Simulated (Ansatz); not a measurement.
An Ansatz (a program for electronic structure) run: Ge2Sb2Te5; PBE (Ansatz; PAW; 420 eV plane waves; without spin-orbit coupling).

Input:

Ansatz 0.2 input:
```yaml
crystal:
  lattice:
    - [6.8424083226, -3.0542992638, 0]
    - [6.8424083226, 3.0542992638, 0]
    - [-6.702364942, 0, 6.9436826697]
  atoms:
    - { symbol: Ge, position: [0.4856986195, 0.4856986195, 0.9774976967] }
    - { symbol: Ge, position: [0.0773336645, 0.0773336645, 0.3566028566] }
    - { symbol: Sb, position: [0.6807675711, 0.6807675711, 0.7934403429] }
    - { symbol: Sb, position: [0.3145570021, 0.3145570021, 0.2065852942] }
    - { symbol: Te, position: [0.8097081577, 0.8097081577, 0.2142635348] }
    - { symbol: Te, position: [0.4042137238, 0.4042137238, 0.6177779736] }
    - { symbol: Te, position: [0.007227208, 0.007227208, 0.0125009494] }
    - { symbol: Te, position: [0.6045255963, 0.6045255963, 0.4061325759] }
    - { symbol: Te, position: [0.2161684571, 0.2161684571, 0.8153987759] }
basis: { ecutwfc: 420, ecutrho_ratio: 4, xc_grid: 2, fft_grid_basis: typed }
kpoints: { mp_grid: { grid: [9, 9, 7] } }
hamiltonian:
  xc: pbe
  dispersion: none
  pseudopotentials: { kind: paw }
scf: { occupations: { method: fermi_dirac, width: 0.05 }, convergence: { dr2_threshold: 0.0000000009 } }
output: { forces: true, stress: true }
checkpoint: { write: state.ck, write_every: 1000 }
```

Output (explanatory and most iteration lines left out):

```
Pseudopotential: Ge, paw, valence charge 14
Pseudopotential: Sb, paw, valence charge 15
Pseudopotential: Te, paw, valence charge 16
Crystal: 9 atoms, lattice volume = 290.229 Å³
Basis set: ecut = 420 eV, 5683 PW (Γ), exchange–correlation on 108×108×144 points (8 copies of the dense FFT grid, shifted against one another)
Bands: 78, of which v1, the nominal top of the filled ones, is band 69 counted from 1 (68 counted from 0)
Symmetry: 2 space group operations
Space group: Cm (ITA 8), of the structure as read, at distance tolerance 6.6e-5 Å
k-points: 160 of 567 (time reversal used)
Functional: x = pbe(κ = 0.804, μ = 0.2195149727645171), c = pbe(β = 0.06672455060314922)
SCF iter   1: F=—  HF=-56459.366910 eV  |F-HF|=—  |Δ(HF+E_count)|=         —  Δρ=1.82e-3  dr2=3.31e-2  ethr=1.77e-3  ⟨swp⟩=6.5  Hψ=47117  notcnv=0  defer=20
SCF iter   2: F=—  HF=-56459.358894 eV  |F-HF|=—  |Δ(HF+E_count)|=   8.02e-3  Δρ=1.07e-3  dr2=1.25e-2  ethr=2.40e-5  ⟨swp⟩=2.0  Hψ=18768  notcnv=0  defer=80
SCF 1 converged in 12 iterations: F = -56459.357073 eV  dr2 = 3.34e-10
SCF converged after 12 iterations
Free energy (F): -56459.357073 eV
Internal energy: -56459.350964 eV  (E = F + TS)
E sigma→0 (E₀):  -56459.354018 eV
Entropy (-TS):   -0.006109 eV (-0.679 meV/atom)
Fermi energy:    7.977407 eV
--- Forces (eV/Å), atoms counted from 1 ---
  atom   1  Ge    -0.00047716     0.00000000    -0.00043374
  atom   2  Ge    -0.00037511    -0.00000000     0.00089831
  atom   3  Sb    -0.00050334     0.00000000    -0.00012618
  atom   4  Sb    -0.00014570     0.00000000     0.00025013
  atom   5  Te     0.00057509     0.00000000     0.00004658
  atom   6  Te     0.00023603    -0.00000000     0.00025940
  atom   7  Te    -0.00006124     0.00000000    -0.00073896
  atom   8  Te    -0.00009403     0.00000000    -0.00082098
  atom   9  Te     0.00084522    -0.00000000     0.00066805
--- Stress (GPa, compression-positive) ---
       -0.004015      -0.000000       0.000199
       -0.000000      -0.002472      -0.000000
        0.000199      -0.000000      -0.001664
  P = ⅓ Tr σ = -0.0027 GPa (-0.027 kbar)
```

Spin-orbit coupling, missing from the scalar runs, can matter with Sb and Te. Whether these cells are dynamically stable was not tested. The final runs are not spin-polarised. The cell is Ge$_{2}$Sb$_{2}$Te$_{5}$ (space group Cm, No. 8; a cell from a computed database, its experimental status unchecked).
